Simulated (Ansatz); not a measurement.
The structure below was relaxed with r2SCAN (Ansatz, an electronic-structure program), spin-orbit coupling left out.

Space group Fm-3m (No. 225); a = 5.507 Å, b = 5.507 Å, c = 5.507 Å, α = 90.00°, β = 90.00°, γ = 90.00°

```
atom  site  symmetry       x       y       z
----  ----  --------  ------  ------  ------
Br      4a      m-3m  0.0000  0.0000  0.0000
Hf      4b      m-3m  0.5000  0.5000  0.5000
```

### Question
Write out a cell with all atoms.

### Answer
```xyz
8
Lattice="5.5066 0.0000 0.0000 0.0000 5.5066 0.0000 0.0000 0.0000 5.5066" Properties=species:S:1:pos:R:3 pbc="T T T"
Br     0.0000     0.0000     0.0000
Hf     2.7533     0.0000     0.0000
Br     0.0000     2.7533     2.7533
Hf     2.7533     2.7533     2.7533
Br     2.7533     0.0000     2.7533
Hf     0.0000     0.0000     2.7533
Br     2.7533     2.7533     0.0000
Hf     0.0000     2.7533     0.0000
```
This is the conventional cell.

Whether these cells are dynamically stable was not tested. All final runs are without spin polarisation. An odd electron count without spin: HfBr. The cell was made from HfN by this change: N → Br; the result is a hypothetical phase, not in the database extracts checked. HfBr has a high density of states at the Fermi level and may be magnetic at this level.
